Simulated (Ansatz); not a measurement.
Start from PbO2 in the rutile structure (space group P4_2/mnm, No. 136).

```
PbO2
1.0
    5.08163     0.00000     0.00000
    0.00000     5.08163     0.00000
    0.00000     0.00000     3.44364
Pb O
2 4
Direct
  0.00000   0.00000   0.00000
  0.50000   0.50000   0.50000
  0.30796   0.30796   0.00000
  0.80796   0.19204   0.50000
  0.19204   0.80796   0.50000
  0.69204   0.69204   0.00000
```

Cartesian axes are those of the cell as printed.

Calculations: DFT with PBE, PAW potentials and a 420 eV plane-wave cutoff in Ansatz (a first-principles code), spin-orbit coupling left out.

For the base:

```
Quantity                         Value
-----------------------------  -------
Pressure                       0.0 GPa
Shortest interatomic distance  2.207 Å
Band gap                          zero
```

One thing is altered: the cell is compressed by 0.60 % along z with no lateral relaxation; the atoms relax in the strained cell.

Question: How does this affect the pressure?

Answer: The pressure (mean of the normal stresses, compression positive) goes from zero to 0.9 GPa.

Question: What does the calculation give for the energy relative to the base after the change?

Answer: The energy goes up by 0.4 meV/atom.

Question: Estimate the effect on the shortest interatomic distance.

Answer: The shortest interatomic distance shrinks by 0.0074 Å, from 2.207 Å to 2.199 Å.

Question: Estimate the effect on the band gap.

Answer: The band gap is still zero.

Spin-orbit coupling, missing from the scalar runs, can matter with Pb. Stability against distortions was not tested. The final runs are not spin-polarised. The zero or small gap of PbO2 can change with the level of theory.
